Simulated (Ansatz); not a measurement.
Partial pair distribution functions of a relaxed model of amorphous Hf18O37Ba, broadened by 0.06 Å; density 8.85 g/cm³. Method: PBE, scalar-relativistic without spin-orbit coupling (plane waves to 420 eV, PAW; Ansatz, a first-principles code).

A CHGNet melt-quench gave the starting glass, which DFT then relaxed. O atoms were pushed apart under 1.9 Å during the dynamics, to hinder bonds among them. The hot cell started wider than the set density and was brought back towards it in steps. It is the lowest in DFT energy of 2 quenches. It is a model cell: composition and starting density were chosen by hand, and all elements were melted together. No dispersion term was used. Its density started from a set value of 8.86 and ended at 8.85 g/cm³. The quench (nominally 380 K/ps over its main leg) was far faster than any real one, so the model tends to hold more defects than a real film. Values belong to this one cell and scatter from quench to quench. The volume was held where the preparation left it and the shape relaxed, at a PBE pressure of 3.8 GPa. Stress components on the final sampling reach 3.9 GPa. On a 2×2×2 Γ-centred mesh force components of up to 0.14 eV/Å stay, since the relaxation ran on the zone centre alone.

```tsv
r (Å)	g Hf-O	g O-Ba	g Hf-Hf	g O-O
1.75	0.00	0.00	0.00	0.00
1.85	0.34	0.00	0.00	0.00
1.95	3.50	0.00	0.00	0.00
2.05	7.51	0.00	0.00	0.00
2.15	6.03	0.00	0.00	0.00
2.25	3.02	0.00	0.00	0.00
2.35	1.00	0.00	0.00	0.10
2.45	0.38	0.15	0.00	0.91
2.55	0.15	2.44	0.00	2.02
2.65	0.09	4.07	0.00	2.60
2.75	0.22	3.06	0.00	2.15
2.85	0.33	2.75	0.00	2.37
2.95	0.20	0.64	0.01	2.01
3.05	0.12	1.49	0.26	1.66
3.15	0.20	1.57	1.59	1.43
3.25	0.42	0.26	3.01	1.21
3.35	0.34	1.43	4.29	0.73
3.45	0.32	1.14	3.18	0.68
3.55	0.31	0.07	1.30	0.78
3.65	0.70	0.28	1.41	0.64
3.75	1.00	0.73	1.56	0.62
3.85	0.91	0.12	2.41	0.85
3.95	0.85	0.07	1.64	0.93
4.05	1.14	0.92	0.69	1.06
4.15	1.25	0.85	0.54	1.02
4.25	1.27	0.17	0.60	0.88
4.35	1.61	0.58	0.33	0.75
4.45	1.79	0.73	0.49	0.63
```

Within 2.58 Å each Hf has 6.17 O neighbours on average.
